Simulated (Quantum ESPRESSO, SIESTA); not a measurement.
Pressure against volume in In (space group 139) (SIESTA, LDA)

```xyz
1
Lattice="-1.5618 1.5618 2.3787 1.5618 -1.5618 2.3787 1.5618 1.5618 -2.3787" Properties=species:S:1:pos:R:3 pbc="T T T"
In     0.0000     0.0000     0.0000
```

Method of the run: LDA PW92, numerical atomic orbitals DZP, PseudoDojo LDA standard norm-conserving potentials (rewritten from UPF to PSML) in SIESTA. Settings: XC.functional = LDA; XC.authors = PW92; potentials = PseudoDojo LDA standard; PAO.BasisSize = DZP; PAO.EnergyShift = 0.01 Ry; MeshCutoff = 455 Ry; kgrid.MonkhorstPack = 26 26 26; OccupationFunction = FD; ElectronicTemperature = 580.23 K; MaxSCFIterations = 150; SCF.Mixer.Method = Pulay; SCF.Mixer.Weight = 0.2; SCF.Mixer.History = 6; SCF.DM.Tolerance = 1.0E-05. The cell above is the first row's. The rows scale it uniformly. In all rows the k mesh is held.

```csv
V (Å^3/atom),P (GPa)
23.209,?
23.714,0.74
24.218,-0.47
24.723,-1.48
25.227,-2.29
25.732,-2.95
26.236,-3.47
26.741,-3.88
27.245,-4.18
```

Fit P of the 8 rows that show it with a cubic. With u = V - 25.5, the rows have u = -1.7860, -1.2820, -0.7770, -0.2730, 0.2320, 0.7360, 1.2410, 1.7450. Least squares gives P = -2.669 - 1.2907·u + 0.2934·u² - 0.02923·u³. Residuals (row less fit): 0.001, 0.001, -0.005, 0.004, 0.003, 0.002, -0.005, 0.003; standard error 0.005 (degrees of freedom: 4). The fitted pressure is zero at V0 = 24.01, where dP/dV = -2.359, so B0 = -V0·dP/dV = 56.6 GPa.

Problem. What does the fit predict for P at V = 23.209, and how far is the calculated value from it?

Solution. u = -2.2910, so P = -2.669 - 1.2907 × (-2.2910) + 0.2934 × (-2.2910)² - 0.02923 × (-2.2910)³ = 2.179 GPa. The calculation gives 2.19 GPa, 0.011 GPa above the prediction (0.2 % of the range of P in the table). The row lies outside the fitted rows, so this is an extrapolation. From the scatter of the fitted rows alone, a prediction at this place has a standard error of 0.013 GPa, so the miss is 0.9 times that.

Carrying the step between the two nearest rows on in a straight line would have given 1.95, off by 0.24; series whose last step already gives the withheld value aren't shown. The scan was laid around a cell of about the measured size, scaled by a guess for this functional; axis ratios and inner coordinates come from that cell. A plane-wave scan with the same functional (Quantum ESPRESSO, GBRV) gives V0 = 24.61 Å^3/atom and B0 = 49.5 GPa; a Birch-Murnaghan fit to all rows here lies -2.4 % from it in V0 and 15 % in B0; the two differ in basis, and may differ in potentials and mesh. Values carry the incompleteness of an atom-centred basis. The shape of the cell and the inner coordinates aren't relaxed, so V0 and B0 belong to this uniform scaling; a relaxed crystal lies no higher in energy and is usually softer. Cutoffs and mesh are single choices, not tested for convergence of this quantity. Series with a scatter that would blur these digits, or in which a gap closes, are not shown.
